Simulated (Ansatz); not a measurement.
# Convergence study of shifted k-point meshes for Te (C2, 3 atoms in the cell)

```xyz
3
Lattice="2.2189 -3.8432 0.0000 2.2189 3.8432 0.0000 0.0000 0.0000 5.9004" Properties=species:S:1:pos:R:3 pbc="T T T"
Te     0.5836     1.0108     3.9336
Te     3.3206     0.0000     0.0000
Te     0.5836    -1.0108     1.9668
```

Method of the run: LDA (PW92), default PAW files made with PBE (plane waves; Ansatz, a program for electronic structure).

Base settings: basis.ecutwfc = 420 eV; kpoints.mp_grid.grid = 7 7 4; hamiltonian.xc = lda; hamiltonian.pseudopotentials = {kind: paw} (the program's default PAW files); scf.occupations.method = fermi_dirac; scf.occupations.width = 0.02 eV.

In this ladder: kpoints.mp_grid.shift = 0.5 0.5 0.5.

Shifted meshes do not hold Γ, so a gap read on them misses any band edge there.

Only quantities that move along the ladder and can be compared are tabulated.

The count of work is k-points × plane waves × bands × iterations; it is no time. Core times come from one kind of shared machine, to one figure; runs under 30 s give none.

The starting cell has typed, rounded lattice constants, without a prior relaxation at this level. Its lattice was rescaled by up to half a per cent. One atom was moved a little off its site on purpose. Spin-orbit coupling is off. Ansatz's pressure includes its estimate of the finite-basis (Pulay) stress.

```csv
kpoints.mp_grid.grid,free energy less the last step's (meV/atom),pressure (GPa),largest difference of a force vector from the last step's (eV/Å),gap on the mesh (eV),count of work / last,core time / last (rough)
2 2 1,232.24,2.02,0.975,1.099,0.0018,–
2 2 2,14.93,-0.15,0.451,0.906,0.0026,–
3 3 2,18.74,0.03,0.176,1.253,0.0053,–
4 4 2,4.66,-0.16,0.049,1.079,0.0088,–
4 4 3,0.64,-0.21,0.099,0.470,0.014,–
5 5 3,-1.78,-0.25,0.049,0.605,0.021,–
6 6 4,0.43,-0.23,0.003,0.867,0.037,–
7 7 5,0.05,-0.23,0.008,0.291,0.063,–
8 8 5,-0.17,-0.24,0.003,0.420,0.081,–
8 8 6,0.08,-0.23,0.002,0.592,0.095,–
9 9 6,-0.07,-0.23,0.002,0.568,0.12,0.1
10 10 7,0.03,-0.23,0.002,0.218,0.17,0.2
11 11 7,-0.02,-0.23,0.001,0.334,0.21,0.2
12 12 8,-0.03,-0.23,0.001,0.430,0.27,0.3
14 14 9,0.00,-0.23,0.001,0.274,0.42,0.4
15 15 10,-0.02,-0.23,0.001,0.351,0.53,0.5
17 17 11,0.00,-0.23,0.000,0.231,0.74,0.7
19 19 12,0.00,-0.23,0.000,0.224,1.0,1
```

Coarsest kpoints.mp_grid.grid that holds the forces within 0.01 eV/Å of the last step, with all finer ones: 6 6 4, at 0.037 of the last step's count of work; the step before is off by 0.049 eV/Å.

Coarsest kpoints.mp_grid.grid that holds the pressure within 0.05 GPa of the last step, with all finer ones: 4 4 3, at 0.014 of the last step's count of work; the step before is off by 0.07 GPa.

Coarsest kpoints.mp_grid.grid that holds the free energy within 2 meV/atom of the last step, with all finer ones: 4 4 3, at 0.014 of the last step's count of work; the step before is off by 4.7 meV/atom.

The gap on the mesh jumps up and down from mesh to mesh; it is no smooth measure of convergence.

Keys are those of Ansatz 0.2.
